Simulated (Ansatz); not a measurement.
## ZnSe under a change: biaxial strain −1.50 %, plane normal [001], relaxed out of plane

Consider ZnSe in the zinc blende structure (space group F-43m, No. 216; a = 5.5675 Å). Axes: x, y, z lie along the cube axes.

Modification: biaxial strain −1.50 %, plane normal [001], relaxed out of plane (Cartesian); in-plane vectors clamped, the third vector and the atoms free.

Computed with DFT with LDA, PAW potentials and a 420 eV plane-wave cutoff in Ansatz (a quantum-chemistry and plane-wave program), no spin-orbit coupling. Γ-centred 10×10×10 mesh, Fermi–Dirac width 0.05 eV.

* **Volume per atom**: 21.30 Å³ (base 21.57 Å³)
* **Space group**: I-4m2 (No. 119) (base F-43m (No. 216))
* **Shortest interatomic distance**: 2.401 Å (base 2.411 Å)
* **Energy relative to the base (free energy F)**: +2.7 meV/atom
* **Pressure (mean of the normal stresses, compression positive)**: 0.90 GPa (base 0.00 GPa)
* **Band gap**: 1.25 eV (base 1.25 eV)
* **Gap character**: direct at Γ (base direct at Γ)
* **Valence-band top at Γ (three highest levels, from the VBM)**: 0.00, 0.00, -0.14 eV (base 0.00, 0.00, 0.00 eV)
* **Valley order (the lowest conduction-band minima on the path, energy above the VBM, named in the base's zone)**: Γ 1.25 eV; L along [111] 2.41 eV; X along [010] 2.57 eV; X along [001] 2.74 eV (base Γ 1.25 eV; L along ⟨111⟩ 2.45 eV; X along ⟨100⟩ 2.69 eV)
* **Out-of-plane strain**: +1.78 %
* **Ratio −ε⊥/ε∥**: 1.19

Final structure (turned so that z lies along the plane normal):

```xyz
2
Lattice="3.8778 0.0000 0.0000 0.0000 3.8778 0.0000 1.9389 -1.9389 2.8334" Properties=species:S:1:pos:R:3 pbc="T T T"
Zn     0.0000     0.0000     0.0000
Se     3.8778     1.9389     1.4167
```

Cost of the whole job for the changed cell (relaxation, final SCF and bands): about 21 core-seconds (a rough figure).

No phonon test of stability was made. k-point labels follow each cell's own Brillouin zone.
